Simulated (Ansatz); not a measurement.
Cells marked so need not be the phases stable at ambient conditions, and some may be hypothetical.

No gap correction and no spin-orbit coupling; mid-gap values are interpolated between computed energies.

A. RbMgCl₃ (P6_3/mmc, not sure to be the ambient phase, 20 atoms a cell, 25.9 Å³ an atom), along the normal of (001)
B. Cd$_{2}$SeS (P3m1, not sure to be the ambient phase, 4 atoms a cell, 28.0 Å³ an atom, -2 GPa at this level), along the normal of (111)
C. Cs2TlBiF6 (Fm-3m, not sure to be the ambient phase, 10 atoms a cell, 23.3 Å³ an atom), along the normal of (110)

### Question
Order them by mid-gap decay constant of the slowest evanescent state (highest first) at the level r2SCAN (Ansatz, a program for electronic structure).

### Answer
A (0.38 1/Å), C (0.27 1/Å), B (0.10 1/Å)
